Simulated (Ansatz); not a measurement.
C11b WSi2 was calculated with PBE (PAW; Ansatz, an electronic-structure program).

Numerical settings: plane-wave cutoff 520 eV, 28×28×28 k mesh, Fermi–Dirac smearing 0.042 eV (set by the program), no spin polarisation, scalar-relativistic PAW data made under PBE.

Computed at the level's own relaxed cell.

Hill averages of the elastic tensor: K = 217.9 GPa, G = 190.1 GPa. Volume 13.672 Å³/atom, mean atomic mass 80.004 u.

**Question.** Work out the density, the sound velocities of a polycrystal and the elastic Debye temperature, and Pugh's ratio at this level.

**Answer.** ρ = 1.66054 × 80.004/13.672 = 9.717 g/cm³. v_l = √[(K + 4G/3)/ρ] = 6.965 km/s and v_t = √(G/ρ) = 4.423 km/s. The mean follows from 3/v_m³ = 1/v_l³ + 2/v_t³: v_m = 4.864 km/s. Θ_D = (ħ/k_B) v_m (6π²/V)^(1/3) = 76.38 K Å s/km × 4.864 × 1.6301 Å⁻¹ = 606 K, counting all atoms of the cell. K/G = 1.15, to be set beside Pugh's rough bound of 1.75 between brittle and ductile metals.
